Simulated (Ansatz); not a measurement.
## SrHfN2 (R-3m, No. 166, 4 atoms in the cell; start mp-9383)

Computed with LDA in Ansatz (plane waves, PAW).

Settings: plane-wave cutoff 520 eV, 12×12×12 k mesh, Fermi–Dirac smearing 0.01 eV, scalar-relativistic PAW data made under PBE.

Cell (relaxed at this level):

```xyz
4
Lattice="1.6454 0.9500 5.8155 -1.6454 0.9500 5.8155 0.0000 -1.9000 5.8155" Properties=species:S:1:pos:R:3 pbc="T T T"
Sr     0.0000     0.0000     0.0000
Hf     0.0000     0.0000     8.7233
N      0.0000     0.0000     4.0676
N      0.0000     0.0000    13.3791
```

```json
{
  "band_gap": "0.08 eV (on the SCF k mesh)",
  "Γ–Γ gap": "2.31 eV",
  "bulk_modulus": "179 GPa"
}
```

Note: the relaxation could not lower the start's symmetry, so the cell can be a saddle point above a distorted one; the bulk modulus is −V dP/dV from two relaxed cells at ±2 % in volume.

Spin–orbit coupling is not included; it can close the smallest gap of 0.08 eV.

Computed values are for the static lattice.

It cost around 3 core-minutes (rough) of CPU time.

A start named mp-… is a Materials Project structure, which need not be a measured phase.

Ansatz is an electronic-structure program.
